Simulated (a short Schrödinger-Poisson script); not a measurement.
System: symmetric double-gate stack, SiO2 on p-type Si(100), at 300 K.

```csv
layer,material,thickness (nm),Na (cm⁻³)
1,SiO2,2.6,-
2,Si,8,1e17
3,SiO2,2.6,-
```

Constants are typed, rounded textbook-type inputs, not results; the design itself was drawn at random and stands for no fabricated device. SiO2: permittivity 3.9, conduction-band edge (eV) 3.15, gap (eV) 9, electron mass (mₑ) 0.5. Si: permittivity 11.7, conduction-band edge (eV) 0, gap (eV) 1.124, Nv at 300 K (cm⁻³) 3.1e19.

Channel valleys (confinement mass, in-plane density-of-states mass, number): Δ2 0.916, 0.19, 2; Δ4 0.19, 0.417, 4. At the gates, both at one voltage, the conduction-band edge of layer 1 lies 3.41 eV − eVg above the Fermi level of the channel. Gaps are held at their typed values at every temperature. Mesh 0.03 nm at interfaces.

Solved with a short Schrödinger-Poisson script written for these runs: 1D Poisson equation in equilibrium, electrons quantum, Hartree (BenDaniel-Duke, 12 states a valley, the channel's in-plane mass for all, wave functions free to enter the dielectric), parabolic valleys, classical holes, full ionisation, no traps, pinning or gate leakage.

Question: List the lowest subbands of each valley and their electrons at Vg = 1.7 V.

Answer: 
```
valley  subband  energy from the Fermi level (meV)  electrons (cm⁻²)  share (%)
------  -------  ---------------------------------  ----------------  ---------
Δ2            0                              -25.8           5.38e12       26.7
Δ2            1                              -25.3           5.33e12       26.4
Δ2            2                               41.9           7.42e11        3.7
Δ4            0                               20.6           6.70e12       33.3
Δ4            1                               60.0           1.69e12        8.4
Δ4            2                              187.3           1.28e10        0.1
```

All electrons: 2.01e13 cm⁻².
